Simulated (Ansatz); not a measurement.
Results of r²SCAN+rVV10 in Ansatz (PAW) for CsCl-type TiCo.

Numerical settings: plane-wave cutoff 600 eV, 16×16×16 k mesh, Fermi–Dirac smearing 0.1 eV, finite displacements, no spin polarisation, scalar-relativistic PAW data made under PBE.

Cell (relaxed at this level):

```yaml
crystal:
  lattice:
    - [2.94274, 0.00000, 0.00000]
    - [0.00000, 2.94274, 0.00000]
    - [0.00000, 0.00000, 2.94274]
  atoms:
    - { symbol: Ti, position: [0.00000, 0.00000, 0.00000] }
    - { symbol: Co, position: [0.50000, 0.50000, 0.50000] }
```

Question: What does this level give for the zone-centre TO phonon frequency?

Answer: 
- zone-centre TO phonon frequency: 233 cm⁻¹

Ansatz is a quantum-chemistry and plane-wave program.
